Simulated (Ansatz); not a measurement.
Band structure of Mg2Mn3InS8 (C2/m, 14 atoms in the cell).

```yaml
crystal:
  lattice:
    - [6.33594, -3.69928, 0.00000]
    - [6.33594, 3.69928, 0.00000]
    - [-4.31111, 0.00000, 6.10582]
  atoms:
    - { symbol: Mg, position: [0.12573, 0.12573, 0.87756] }
    - { symbol: Mg, position: [0.87427, 0.87427, 0.12244] }
    - { symbol: Mn, position: [0.00000, 0.50000, 0.50000], spin: 4.0 }
    - { symbol: Mn, position: [0.50000, 0.00000, 0.50000], spin: 4.0 }
    - { symbol: Mn, position: [0.50000, 0.50000, 0.50000], spin: 4.0 }
    - { symbol: In, position: [0.50000, 0.50000, 0.00000] }
    - { symbol: S, position: [0.26083, 0.26083, 0.28051] }
    - { symbol: S, position: [0.73917, 0.73917, 0.71949] }
    - { symbol: S, position: [0.28269, 0.74691, 0.27710] }
    - { symbol: S, position: [0.71731, 0.25309, 0.72290] }
    - { symbol: S, position: [0.25309, 0.71731, 0.72290] }
    - { symbol: S, position: [0.74691, 0.28269, 0.27710] }
    - { symbol: S, position: [0.75117, 0.75117, 0.28517] }
    - { symbol: S, position: [0.24883, 0.24883, 0.71483] }
```
(The spins are starting values, not results.)

Level of theory: LDA (PW92), default PAW files made with PBE (plane waves; Ansatz, a program for electronic structure).

Settings: kpoints.mp_grid.grid = 4 4 4; hamiltonian.xc = lda; hamiltonian.pseudopotentials = {kind: paw} (the program's default PAW files); magnetization.spin_polarized = true; scf.occupations.method = gaussian; scf.occupations.width = 0.272 eV; kpoints.band_path.path = [[0.0, 0.0, -0.5], [0.0, 0.0, 0.0], [0.5, 0.0, 0.0]]; kpoints.band_path.npoints = 16.

The starting cell comes from a database of computed structures (which also holds hypothetical and non-ambient phases and stackings), without a prior relaxation at this level. The magnetic order is the one reached from the typed start; others were not searched systematically. The program warned that, by what it read of turns of the moments, another magnetic order lies lower.

Levels in eV from the Fermi level, bands 64 to 71 of the first spin channel:
| point | 64 | 65 | 66 | 67 | 68 | 69 | 70 | 71 |
|---|---|---|---|---|---|---|---|---|
| X | -1.89 | -1.13 | -1.11 | -0.50 | -0.19 | -0.13 | 0.50 | 0.55 |
| Γ | -1.10 | -0.94 | -0.88 | 0.14 | 0.43 | 0.47 | 0.57 | 0.66 |
| Y | -1.49 | -1.43 | -1.35 | -0.36 | -0.14 | 0.08 | 0.16 | 0.17 |

Bands cross the Fermi level along this path, so the cell is metallic at this level.

The net moment of the cell came out as 11.48 μB.

Keys are those of Ansatz 0.2.
